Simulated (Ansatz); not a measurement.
Band structure of CaCd2Au4 (I4/mmm, 7 atoms in the cell).

```
Ca(CdAu2)2
1.0
   -3.55592     3.55592     2.75291
    3.55592    -3.55592     2.75291
    3.55592     3.55592    -2.75291
Ca Cd Au
1 2 4
Cartesian
  0.00000   0.00000   0.00000
  3.55592   0.00000   1.37645
  0.00000   3.55592   1.37645
  2.15951   2.15951   0.00000
  1.39641   1.39641   2.75291
  1.39641  -1.39641   2.75291
 -1.39641   1.39641   2.75291
```

Method of the run: LDA (PW92), PAW files made with PBE (plane waves; Ansatz, a program for electronic structure).

Settings: basis.ecutwfc = 420 eV; kpoints.mp_grid.grid = 5 5 5; hamiltonian.xc = lda; hamiltonian.pseudopotentials = {kind: paw} (the program's default PAW files); scf.occupations.method = gaussian; scf.occupations.width = 0.1 eV; kpoints.band_path.npoints = 8.

The starting cell comes from a database of computed structures (which also holds hypothetical and non-ambient phases and stackings), without a prior relaxation at this level. Its lattice was rescaled by a random factor within 2.5 % of one. Spin-orbit coupling is off.

Levels in eV from the Fermi level, bands 60 to 67:
```json
[
 {"point": "Γ", "60": "-1.35", "61": "-1.35", "62": "-1.06", "63": "-0.98", "64": "0.01", "65": "0.24", "66": "0.24", "67": "2.68"},
 {"point": "X", "60": "-3.08", "61": "-0.75", "62": "-0.36", "63": "0.22", "64": "0.40", "65": "0.68", "66": "1.87", "67": "2.24"},
 {"point": "M", "60": "-2.81", "61": "-2.48", "62": "-2.48", "63": "-1.89", "64": "0.12", "65": "2.55", "66": "3.64", "67": "3.64"},
 {"point": "Z", "60": "-2.78", "61": "-2.49", "62": "-2.49", "63": "-2.24", "64": "1.33", "65": "1.36", "66": "2.93", "67": "2.93"},
 {"point": "P", "60": "-2.82", "61": "-2.82", "62": "-2.54", "63": "0.99", "64": "1.41", "65": "2.37", "66": "2.37", "67": "2.74"},
 {"point": "N", "60": "-2.74", "61": "-2.06", "62": "-1.67", "63": "-1.40", "64": "0.05", "65": "1.40", "66": "2.40", "67": "2.58"},
 {"point": "Z1", "60": "-2.78", "61": "-2.49", "62": "-2.49", "63": "-2.24", "64": "1.33", "65": "1.36", "66": "2.93", "67": "2.93"}
]
```

Bands cross the Fermi level along this path, so the cell is metallic at this level.

Keys are those of Ansatz 0.2.
